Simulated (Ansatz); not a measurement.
# A computed series for W: response to strain

The reference is W in the bcc (W type) structure (space group Im-3m, No. 229; a = 3.1688 Å; relaxed with 0.1 eV smearing). Axes: x, y, z lie along the cube axes.

Strains are applied to the cell and any free atomic positions relax; under biaxial strain the out-of-plane vector relaxes too.

All numbers come from Ansatz (a quantum-chemistry and plane-wave program), r2SCAN, PAW, cutoff 500 eV, scalar-relativistic without spin-orbit coupling.

Notes on the quantities. in-plane stress: mean in-plane stress (compression positive); energy relative to the base: free energy F.

```json
[
 {"case": "base", "in-plane stress": "–", "energy relative to the base": "0 meV/atom", "volume per atom": "15.91 Å³"},
 {"case": "biaxial strain −2.50 %, plane normal [111], relaxed out of plane", "in-plane stress": "+14.6 GPa", "energy relative to the base": "+36 meV/atom", "volume per atom": "15.48 Å³"},
 {"case": "biaxial strain −2.08 %, plane normal [111], relaxed out of plane", "in-plane stress": "+12.1 GPa", "energy relative to the base": "+24 meV/atom", "volume per atom": "15.55 Å³"},
 {"case": "biaxial strain −1.67 %, plane normal [111], relaxed out of plane", "in-plane stress": "+9.6 GPa", "energy relative to the base": "+16 meV/atom", "volume per atom": "15.62 Å³"},
 {"case": "biaxial strain −1.25 %, plane normal [111], relaxed out of plane", "in-plane stress": "+7.1 GPa", "energy relative to the base": "+8.7 meV/atom", "volume per atom": "15.69 Å³"},
 {"case": "biaxial strain −0.83 %, plane normal [111], relaxed out of plane", "in-plane stress": "(withheld)", "energy relative to the base": "(withheld)", "volume per atom": "(withheld)"},
 {"case": "biaxial strain −0.42 %, plane normal [111], relaxed out of plane", "in-plane stress": "+2.3 GPa", "energy relative to the base": "+1.0 meV/atom", "volume per atom": "15.83 Å³"}
]
```

Task: Complete the table.

Result: 
- biaxial strain −0.83 %, plane normal [111], relaxed out of plane, in-plane stress: +4.7 GPa
- biaxial strain −0.83 %, plane normal [111], relaxed out of plane, energy relative to the base: +3.8 meV/atom
- biaxial strain −0.83 %, plane normal [111], relaxed out of plane, volume per atom: 15.76 Å³

Stability against distortions was not tested. The final runs are not spin-polarised.
